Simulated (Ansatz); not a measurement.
# MoP: pressure series

Take MoP (space group P-6m2, No. 187; a = 3.241 Å, c = 3.195 Å) as the base.

Cell and atoms are relaxed at each pressure.

Method: PBE, PAW, 420 eV (Ansatz, a quantum-chemistry and plane-wave program; without spin-orbit coupling).

Candidates:
(a) pressure −1 GPa
(b) pressure 7 GPa
(c) pressure 100 GPa

Before the change:

| Item | Value |
|---|---|
| c/a ratio | 0.986 |

Q: Order them by c/a ratio, highest first.

A: (c) pressure 100 GPa (1.045), (b) pressure 7 GPa (0.992), (a) pressure −1 GPa (0.984)

Load acts through the strain it causes; cell and atoms are relaxed under it. Stability against distortions was not tested. No other phases were tried under pressure. The final runs are not spin-polarised. An odd electron count without spin: MoP.
